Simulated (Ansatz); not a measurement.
ScOF under a change: pressure 1.5 GPa

Base system: ScOF (space group P2_1/c, No. 14; a = 5.1536 Å, b = 5.1246 Å, c = 5.2132 Å, α = γ = 90.00°, β = 99.99°; a cell from a computed database, its experimental status unchecked).

One thing is altered: a hydrostatic pressure of 1.5 GPa.

Method: PBEsol in Ansatz (plane waves to 420 eV, PAW, spin-orbit coupling left out). k-mesh 5×5×5 (Γ-centred); smearing 0.05 eV (Fermi–Dirac).

```tsv
quantity	base	changed	shift
volume per atom	11.30 Å³	11.19 Å³	-0.11 Å³
density	3.92 g/cm³	3.95 g/cm³	+0.038 g/cm³
shortest interatomic distance	2.061 Å	2.055 Å	-0.006 Å
enthalpy H = E + PV relative to the base's energy	–	+0.11 eV/atom	–
band gap (an upper bound: an edge found on the path is not a true extremum; the changed cell)	4.56 eV	4.57 eV	+0.01 eV
```

Cost of the whole job for the changed cell (relaxation, final SCF and bands): roughly 2.7 core-minutes.

Load acts through the strain it causes; cell and atoms are relaxed under it. Whether these cells are dynamically stable was not tested. The final runs are not spin-polarised.

Ansatz is a first-principles code.
